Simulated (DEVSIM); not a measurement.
Structure: Au/SiO2/p-Si capacitor, at 400 K.

| layer (left to right) | material | thickness (nm) | Na (cm⁻³) |
|---|---|---|---|
| 1 | SiO2 | 9.80 | - |
| 2 | Si | 2600 | 4.8e16 |

Metal gate on the left, work function 5.1 eV. Fixed charge at the semiconductor interface -9.6e10 cm⁻² (in units of +e); interface traps 1.7e11 cm⁻² eV⁻¹, uniform in energy, neutral level at 0.5 of the gap above the valence band.

Constants are typed, rounded textbook-type inputs, not results; the design itself was drawn at random and stands for no fabricated device. Values at 300 K; Nc and Nv go as T^1.5, mobilities as T to minus their exponent, the gap by Varshni's rule with the affinity fixed.

| parameter | SiO2 | Si |
|---|---|---|
| gap (eV) | 9 | 1.124 |
| affinity (eV) | 0.9 | 4.05 |
| permittivity | 3.9 | 11.7 |
| Nc (cm⁻³) | - | 2.86e19 |
| Nv (cm⁻³) | - | 3.1e19 |
| Varshni α (eV/K) | - | 0.000473 |
| Varshni β (K) | - | 636 |

DEVSIM, 1D Poisson equation in equilibrium, Boltzmann statistics, complete ionisation; no quantum confinement or tunnelling. Metal contacts follow the ideal Schottky-Mott rule: no Fermi-level pinning, no interface dipoles.

The interface trap density was swept, all else fixed.

```tsv
interface trap density (cm^-2 eV^-1)	flat-band voltage (V)	threshold voltage (band bending 2φF) (V)	minimum of the low-frequency capacitance (μF/cm²)
0	0.24	1.14	0.0748
1e10	0.23	1.14	0.0757
1e11	0.22	1.16	0.0843
1.7e11	0.21	1.17	0.0907
3e11	0.19	1.18	0.102
1e12	0.09	1.28	0.148
2e12	-0.05	1.43	0.191
```

From the first row to the last the flat-band voltage goes from 0.24 to -0.05. From the first row to the last the threshold voltage (band bending 2φF) goes from 1.14 to 1.43.
